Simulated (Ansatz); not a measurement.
## How the c axis length of MgTe (model structure, started from the litharge type, P4/nmm, No. 129, 4 atoms in the cell) moves with the method

No measured value is used here.

```json
[
 {"level (code)": "LDA (Ansatz)", "value (Å)": "(withheld)"},
 {"level (code)": "PBE (Ansatz)", "value (Å)": "6.365"},
 {"level (code)": "PBEsol (Ansatz)", "value (Å)": "4.919"},
 {"level (code)": "PBE-D3(BJ) (Ansatz)", "value (Å)": "4.209"}
]
```

Complete the blanks.


- LDA (Ansatz, a quantum-chemistry and plane-wave program), value (Å): 4.567

Ansatz's density-functional and Hartree–Fock values are scalar-relativistic unless marked +SOC, with PAW data made under PBE.

A model structure was made by putting elements into a prototype or built by hand; it is no filed structure, need not be a known phase, and can be a saddle point held by its symmetry.
